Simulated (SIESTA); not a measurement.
A self-consistent single point of PbO (P4/nmm, 4 atoms in the cell) with SIESTA.

Method of the run: LDA PW92, numerical atomic orbitals DZP, PseudoDojo LDA standard norm-conserving potentials (rewritten from UPF to PSML) (SIESTA).

```
PbO
1.0
    3.98000     0.00000     0.00000
    0.00000     3.98000     0.00000
    0.00000     0.00000     5.02000
Pb O
2 2
Direct
  0.50000   0.00000   0.76500
  0.00000   0.50000   0.23500
  0.50000   0.50000   0.00000
  0.00000   0.00000   0.00000
```

Reference input (self-consistent single point, DFT, GGA PBE, numerical atomic orbitals DZP, PseudoDojo PBE standard norm-conserving potentials (rewritten from UPF to PSML)): XC.functional = GGA; XC.authors = PBE; potentials = PseudoDojo PBE standard; PAO.BasisSize = DZP; PAO.EnergyShift = 0.01 Ry; MeshCutoff = 300 Ry; kgrid.MonkhorstPack = 6 6 5; OccupationFunction = FD; ElectronicTemperature = 0.05 eV; MaxSCFIterations = 150; SCF.Mixer.Method = Broyden; SCF.Mixer.Weight = 0.1. This run's input differs from it in these lines:

```diff
@@ -1,2 +1,2 @@
-# files in the folder: Pb.psml O.psml (PseudoDojo PBE standard)
+# files in the folder: Pb.psml O.psml (PseudoDojo LDA standard)
 SystemName  PbO
@@ -24,4 +24,4 @@
 
-XC.functional                GGA
-XC.authors                   PBE
+XC.functional                LDA
+XC.authors                   PW92
 PAO.BasisSize                DZP
```

Log, with long lists cut:

```
        iscf     Eharris(eV)        E_KS(eV)     FreeEng(eV)     dDmax    Ef(eV) dHmax(eV)
   scf:    1    -4707.738044    -4714.450353    -4714.450353  0.459245 -4.582459 10.468026
   scf:    2    -4720.131160    -4717.547144    -4717.547144  0.047553 -4.395131  6.517425
   scf:    3    -4720.062873    -4719.715894    -4719.715894  0.079195 -4.097852  1.469791
   scf:    4    -4718.451071    -4719.370589    -4719.370589  0.070827 -4.309454  3.217702
   scf:    5    -4720.036187    -4719.755632    -4719.755632  0.019278 -4.241778  1.524896
   [... 3 lines left out ...]
   scf:    9    -4719.872025    -4719.871839    -4719.871839  0.002037 -4.194475  0.041301
   scf:   10    -4719.871933    -4719.871918    -4719.871919  0.000909 -4.192242  0.001248
   scf:   11    -4719.871918    -4719.871918    -4719.871919  0.000014 -4.192265  0.000483
   scf:   12    -4719.871918    -4719.871918    -4719.871919  0.000008 -4.192266  0.000308
SCF Convergence by DM+H criterion
max |DM_out - DM_in|         :     0.0000079947
max |H_out - H_in|      (eV) :     0.0003075860
SCF cycle converged after 12 iterations

Using DM_out to compute the final energy and forces

siesta: E_KS(eV) =            -4719.8719

siesta: E_KS - E_eggbox =     -4719.8719

siesta: Atomic forces (eV/Ang):
     1    0.000000    0.000000   -0.063696
     2   -0.000000    0.000000    0.063696
     3    0.000000    0.000000   -0.000000
     4    0.000000   -0.000000   -0.000000
   Tot    0.000000    0.000000    0.000000
   Max    0.063696
   Res    0.026004    sqrt( Sum f_i^2 / 3N )
   Max    0.063696    constrained

Stress tensor Voigt[x,y,z,yz,xz,xy] (kbar):       10.18       10.18       13.20        0.00       -0.00       -0.00
(Free)E + p*V (eV/cell)    -4720.4273
   [... lines left out ...]
siesta: FreeEng =     -4719.871919
   [... lines left out ...]
siesta:     0.006356    0.000000    0.000000
siesta:    -0.000000    0.006356   -0.000000
siesta:    -0.000000    0.000000    0.008241

siesta: Cell volume =         79.518808 Ang**3

siesta: Pressure (static):
siesta:                Solid            Molecule  Units
siesta:          -0.00007607         -0.00006833  Ry/Bohr**3
siesta:          -0.00698404         -0.00627364  eV/Ang**3
siesta:         -11.18966044        -10.05148180  kBar
```

The run converged in 12 iterations. Against the reference run the pressure goes from 5.61 to -1.12 GPa, the largest force goes from 0.653 to 0.064 eV/Å and the gap on the mesh goes from 1.214 to 1.180 eV.

The starting cell has typed, rounded lattice constants, without a prior relaxation at this level. Spin-orbit coupling is off. Values carry the incompleteness of an atom-centred basis.

Cost on one core of a shared machine: roughly 30 s.
